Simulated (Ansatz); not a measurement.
The parent structure is B (space group I4_132, No. 214; a = 4.633 Å; a hypothetical phase, not in the database extracts checked).

Level of theory: Kohn–Sham DFT with the PBEsol functional, run in Ansatz (an electronic-structure program) with PAW and 420 eV plane waves, without spin-orbit coupling.

Before the change:

* **Gap character**: indirect, P–H (20 % along) → Γ–P (20 % along)
* **Gap between the host's bands**: 1.41 eV

The change: hole doping at 2.0×10^21 cm⁻³ (0.0994 per cell), with a uniform compensating background at fixed cell and a 300 K Fermi–Dirac width.

Question: What happens to the gap character, gap between the host's bands and Fermi level from band edge?

Answer: The gap character is still indirect, P–H (20 % along) → Γ–P (20 % along); the gap between the host's bands rises by 0.04 eV, from 1.41 eV to 1.45 eV; the Fermi level relative to the doped band's edge (positive inside the band; to 0.05 eV) is +0.20 eV.

Charged cell with a jellium background: band edges are those of the host's band count, energies are not comparable with the neutral cell, and many-body gap narrowing is missing. Whether these cells are dynamically stable was not tested.
